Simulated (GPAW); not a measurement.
**Input and output of a self-consistent single point for Hf₂S (P6_3/mmc, 6 atoms in the cell) (GPAW)**

Level of theory: LDA (Perdew-Wang 92), GPAW PAW datasets LDA (gpaw-data 1.0.1) (plane waves; GPAW).

Input as run:

```python
from ase import Atoms
from ase.units import GPa
from gpaw import GPAW, PW, FermiDirac

atoms = Atoms(['Hf', 'Hf', 'Hf', 'Hf', 'S', 'S'],
              cell=[[3.323656, 0.000000, 0.000000],
                    [-1.661828, 2.878371, 0.000000],
                    [0.000000, 0.000000, 11.541649]],
              scaled_positions=[[0.666667, 0.333333, 0.899810],
                                [0.333333, 0.666667, 0.100190],
                                [0.333333, 0.666667, 0.399810],
                                [0.666667, 0.333333, 0.600190],
                                [0.000000, 0.000000, 0.750000],
                                [0.000000, 0.000000, 0.250000]],
              pbc=True)

calc = GPAW(mode=PW(550),
            xc='LDA',
            kpts={'size': (8, 8, 2), 'gamma': True},
            occupations=FermiDirac(0.05),
            nbands=-10,
            symmetry={'symmorphic': False, 'tolerance': 0.0005},
            maxiter=120,
            txt='-')

atoms.calc = calc

energy = atoms.get_potential_energy()
print('Energy (eV):', round(energy, 6))
forces = atoms.get_forces()
print('Forces (eV/Ang):')
print(forces.round(5))
stress = atoms.get_stress()
print('Stress (GPa, Voigt):', (stress / GPa).round(4))
```

Log, with long lists cut:

```
Input parameters:
  kpts: {gamma: True,
         size: (8, 8, 2)}
  maxiter: 120
  mode: {ecut: 550.0,
         name: pw}
  nbands: -10
  occupations: {fixmagmom: False,
                name: fermi-dirac,
                width: 0.05}
  symmetry: {symmorphic: False,
             tolerance: 0.0005}

species:
  Hf:
    name: Hafnium
    Z: 72.0
    valence: 12
    core: 60
    charge: 0.0
    file: Hf.LDA.gz

    # Using partial waves for Hf as LCAO basis

  S:
    name: Sulfur
    Z: 16.0
    valence: 6
    core: 10
    charge: 0.0
    file: S.LDA.gz

    # Using partial waves for S as LCAO basis

Reference energy: -1660214.481840  # eV

Spin-paired calculation

Convergence criteria:
 Maximum [total energy] change in last 3 cyles: 0.0005 eV / valence electron
 Maximum integral of absolute [dens]ity change: 0.0001 electrons / valence electron
 Maximum integral of absolute [eigenst]ate change: 4e-08 eV^2 / valence electron
 Maximum number of scf [iter]ations: 120

Symmetries present (total): 24
Symmetries with fractional translations: 12
128 k-points: 8 x 8 x 2 Monkhorst-Pack grid + [1/16,1/16,1/4]
20 k-points in the irreducible part of the Brillouin zone
       k-points in crystal coordinates                weights
   0:     0.00000000    0.00000000    0.00000000          1/128
   1:     0.00000000    0.00000000    0.50000000          1/128
   2:     0.12500000    0.00000000    0.00000000          6/128
   [... 7 lines left out ...]
          ...
  19:     0.50000000    0.50000000    0.50000000          3/128

Wave functions: Plane wave expansion
  Cutoff energy: 550.000 eV
  Number of coefficients (min, max): 3212, 3261
  Pulay-stress correction: 0.000000 eV/Ang^3 (de/decut=0.000000)

Occupation numbers: Fermi-Dirac:
  width: 0.0500  # eV

Eigensolver

Densities:
  Coarse grid: 18*18*64 grid
  Fine grid: 36*36*128 grid
  Total Charge: 0.000000

Density mixing:
  Method: separate
  Backend: pulay
  Linear mixing parameter: 0.05
  old densities: 5
  Damping of long wavelength oscillations: 50

Hamiltonian:
  XC and Coulomb potentials evaluated on a 36*36*128 grid
  External potential:
    NoExternalPotential

Number of atoms: 6
Number of atomic orbitals: 60
Number of bands in calculation: 40
Number of valence electrons: 60
Bands to converge: occupied

Density initialized from atomic densities
  40 bands from LCAO basis set

Atomic positions and initial magnetic moments

Positions:
   0 Hf     1.661830    0.959456   10.385291    ( 0.0000,  0.0000,  0.0000)
   1 Hf    -0.000002    1.918915    1.156358    ( 0.0000,  0.0000,  0.0000)
   2 Hf    -0.000002    1.918915    4.614467    ( 0.0000,  0.0000,  0.0000)
   3 Hf     1.661830    0.959456    6.927182    ( 0.0000,  0.0000,  0.0000)
   4 S      0.000000    0.000000    8.656237    ( 0.0000,  0.0000,  0.0000)
   5 S      0.000000    0.000000    2.885412    ( 0.0000,  0.0000,  0.0000)

Unit cell:
           periodic     x           y           z      points  spacing
  1. axis:    yes    3.323656    0.000000    0.000000    18     0.1599
  2. axis:    yes   -1.661828    2.878371    0.000000    18     0.1599
  3. axis:    yes    0.000000    0.000000   11.541649    64     0.1803

  Lengths:   3.323656   3.323656  11.541649
  Angles:   90.000000  90.000000 119.999996

Effective grid spacing dv^(1/3) = 0.1746

     iter     time        total  log10-change:
                         energy   eigst   dens
iter:   1 --:--:--   -50.163313
iter:   2 --:--:--   -50.114905   -0.91  -1.25
iter:   3 --:--:--   -49.553172   -0.95  -1.28
iter:   4 --:--:--   -49.629737   -1.33  -1.56
iter:   5 --:--:--   -49.507572   -1.52  -1.72
iter:   6 --:--:--   -49.752198   -1.47  -2.05
iter:   7 --:--:--   -49.521274   -1.93  -1.74
iter:   8 --:--:--   -49.504066   -2.43  -2.26
iter:   9 --:--:--   -49.505058c  -3.25  -2.65
iter:  10 --:--:--   -49.503253c  -2.98  -2.76
iter:  11 --:--:--   -49.502286c  -4.05  -2.88
iter:  12 --:--:--   -49.502296c  -5.05  -3.48
iter:  13 --:--:--   -49.502308c  -5.35  -3.58
iter:  14 --:--:--   -49.502291c  -6.50  -3.69
iter:  15 --:--:--   -49.502271c  -6.20  -3.78
iter:  16 --:--:--   -49.502259c  -5.98  -3.92
iter:  17 --:--:--   -49.502258c  -6.58  -3.98
iter:  18 --:--:--   -49.502262c  -6.65  -4.02c
iter:  19 --:--:--   -49.502260c  -5.98  -4.12c
iter:  20 --:--:--   -49.502261c  -7.03  -4.32c
iter:  21 --:--:--   -49.502261c  -7.37  -4.32c
iter:  22 --:--:--   -49.502259c  -6.57  -4.33c
iter:  23 --:--:--   -49.502258c  -6.87  -4.43c
iter:  24 --:--:--   -49.502260c  -6.62  -4.31c
iter:  25 --:--:--   -49.502263c  -6.72  -4.51c
iter:  26 --:--:--   -49.502261c  -7.52c -4.42c

Converged after 26 iterations.

Dipole moment: (0.000000, -0.000000, 0.000000) |e|*Ang

Energy contributions relative to reference atoms: (reference = -1660214.481840)

Kinetic:        +52.685903
Potential:      -48.714539
External:        +0.000000
XC:             -51.610814
Entropy (-ST):   -0.021335
Local:           -1.852143
SIC:             +0.000000
--------------------------
Free energy:    -49.512928
Extrapolated:   -49.502261

Showing only first 2 kpts
 Kpt  Band  Eigenvalues  Occupancy
  0    28     10.70132    1.61639
  0    29     11.16020    0.00087
  0    30     11.16021    0.00087
  0    31     11.25338    0.00014

  1    28     11.08883    0.00362
  1    29     11.08883    0.00362
  1    30     11.08883    0.00362
  1    31     11.08883    0.00362

Fermi level: 10.77324

No gap
No difference between direct/indirect transitions
Energy (eV): -49.502261

Forces in eV/Ang:
  0 Hf   -0.00000    0.00000   -0.17423
  1 Hf    0.00000   -0.00000    0.17423
  2 Hf    0.00000   -0.00000   -0.17423
  3 Hf   -0.00000    0.00000    0.17423
  4 S     0.00000    0.00000   -0.00000
  5 S    -0.00000    0.00000    0.00000

Stress tensor:
     0.001650     0.000000     0.000000
     0.000000     0.001650    -0.000000
     0.000000    -0.000000    -0.007156
Stress (GPa, Voigt): [ 0.2643  0.2643 -1.1465 -0.      0.      0.    ]
```

The run converged in 26 iterations. GPAW prints stress with tension positive.

The starting cell comes from a database of computed structures (which also holds hypothetical and non-ambient phases and stackings), without a prior relaxation at this level. Its lattice was rescaled by a random factor within 2.5 % of one. Spin-orbit coupling is off.

Cost on one core of a shared machine: roughly 3 min.
